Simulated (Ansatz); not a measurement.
Consider interstitial Cu in rutile TiO2, charge state +1. The step: a direct jump of one Cu atom; the atom moves 1.45 Å along (0.00, 0.00, -0.49) of the unit cell; the moving atom starts with neighbours 2 O at 1.94, 2 O at 1.95 Å and ends with 2 O at 1.94, 2 O at 1.96 Å. A PBE band in Ansatz (plane-wave PAW, one k-point at (0.250, 0.250, 0.250), 72 host sites, 56 SCF runs with any check of the saddle's order, static, no finite-size correction) gives a forward barrier of 0.051 eV. The saddle point's order was not checked, and it lies on a symmetry element of the cell, where a band can be held. The charge state is imposed; whether it is stable for some Fermi level was not computed. Sites that were not tried may lie lower.

Single points at the band's start and saddle point can refine it. Rough cost of one point, in units of the band's mean SCF on the same machine:

```csv
Level,Cost of one point
"PBE, a 2×2×2 k-point mesh shifted by half a step",about 3
"r2SCAN at 500 eV, one k-point at (0.250, 0.250, 0.250)",about 2
```

Problem. Which of these move the barrier by more than 0.1 eV, and how far does each move it?

Solution. Not one does. PBE, a 2×2×2 k-point mesh shifted by half a step: +0.01 eV; r2SCAN at 500 eV, one k-point at (0.250, 0.250, 0.250): 0.00 eV. Each functional is compared with PBE at the same k-points.

Ansatz is a first-principles code.
